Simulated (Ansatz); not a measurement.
Take an 8-atom supercell of ZnO in the wurtzite structure (space group P6_3mc, No. 186; a = 3.231 Å, c = 5.216 Å) at its relaxed geometry as the base.

Level of theory: DFT with PBEsol, PAW potentials and a 420 eV plane-wave cutoff in Ansatz (a quantum-chemistry and plane-wave program), no SOC, earlier PAW set.

One neutral defect a cell, atoms relaxed at fixed cell.

One change was made to it. Results:

```csv
quantity,base,after
largest displacement of a host atom from its site in the perfect cell,–,1.69 Å
pressure,0.0 GPa,14.0 GPa
```

Q: Which change produced these results?
A) O vacancy, symmetric start
B) H interstitial (started 2.06 Å from the nearest host atom), symmetric start
C) Zn interstitial (started 2.06 Å from the nearest host atom)
D) O interstitial (started 1.98 Å from the nearest host atom), symmetric start

A: C, Zn interstitial (started 2.06 Å from the nearest host atom). For comparison, the largest displacement of a host atom from its site in the perfect cell in the other runs: H interstitial (started 2.06 Å from the nearest host atom), symmetric start gives 0.11 Å; O vacancy, symmetric start gives 0.25 Å; O interstitial (started 1.98 Å from the nearest host atom), symmetric start gives 0.34 Å.

The magnetic state is the one reached from the starting moments; the real material's order can differ, and small cells can't hold many antiferromagnetic ones. The cell is small, so the values are those of an ordered compound at a high defect concentration; dilute-limit values will differ. The mesh was chosen for an insulator and is coarse for the gapless case. Defects with a symmetric start kept the site's symmetry and may sit on a saddle; the others started slightly shaken. Starting moments died away, wholly or in part, for Zn interstitial (started 2.06 Å from the nearest host atom) and O vacancy; another magnetic solution may exist.
